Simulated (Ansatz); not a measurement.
System: TiAl3 (I4/mmm, No. 139). Method: r²SCAN (PAW; Ansatz, a program for electronic structure).

Numerical settings: plane-wave cutoff 560 eV, 20×20×20 k mesh, Fermi–Dirac smearing 0.05 eV, no spin polarisation, scalar-relativistic PAW data made under PBE.

A third-order Birch–Murnaghan fit to the energies gives V0 = 15.650 Å³/atom, B0 = 115 GPa, B′ = 4.0.

| V (Å³/atom) | P (GPa) |
|---|---|
| 15.024 | ___ |
| 15.337 | ___ |
| 15.650 | 0.00 |
| 15.963 | -2.20 |
| 16.276 | -4.18 |

### Question
Estimate the withheld pressures from this fit; the answers are the runs' own values.

### Answer

- 15.024, P (GPa): 5.10
- 15.337, P (GPa): 2.42

The formula P = (3/2) B0 (x^(7/3) − x^(5/3)) [1 + (3/4)(B′ − 4)(x^(2/3) − 1)] with x = V0/V meets the computed pressures within 0.02 GPa when these rounded values are put in.

Shape and atoms are relaxed at each volume.

Measured, for comparison: equilibrium volume per atom 15.93 Å³/atom (temperature not stated, not corrected to a static lattice; as tabulated in P. Norby and A. Norlund Christensen, Acta Chemica Scandinavica A40, 157 (1986)). Computed (rounded) less measured: equilibrium volume per atom -1.8 %. A static lattice is as a rule a little smaller and stiffer than an uncorrected measurement, which narrows the difference in the equilibrium volume per atom and would widen misses of the other sign.

Note: the bulk modulus comes from volumes at which shape and atoms were relaxed.

The computed numbers hold no vibrational or temperature effects.

The result took around 40 core-minutes (rough).
